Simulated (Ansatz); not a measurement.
NiCl2 (R-3m, No. 166)

These are LDA (plane waves, PAW; Ansatz, a first-principles code) values and carry that method's errors.

Run with plane-wave cutoff 500 eV, 14×14×14 k mesh, gaussian smearing 0.02 eV, spin-polarised start, scalar-relativistic PAW data made under PBE.

Cell (relaxed at this level):

```xyz
3
Lattice="1.6856 0.9732 5.5295 -1.6856 0.9732 5.5295 0.0000 -1.9464 5.5295" Properties=species:S:1:pos:R:3 pbc="T T T"
Ni     0.0000     0.0000     0.0000
Cl     0.0000     0.0000     4.2610
Cl     0.0000     0.0000    12.3274
```

* **band gap**: 0.47 eV (on the SCF k mesh)

Measured, for comparison: band gap 4.7 eV (100 K, zero-point motion not removed, photoconductivity gap, single crystal; the page drops the formulas, order Cl, Br, I taken from the sentence be; as tabulated in Ronda et al. (1987), doi:10.1103/physrevb.35.4038). Computed (rounded) less measured: band gap -4.23 eV.

Note: the magnetic order was assumed, not searched for or taken from measurement; a magnet's gap depends somewhat on the PAW data; the volume lies 11 % below that of the published cell.

Static lattice: no zero-point or thermal effects.

Computing time: about 8 core-minutes (a rough figure).
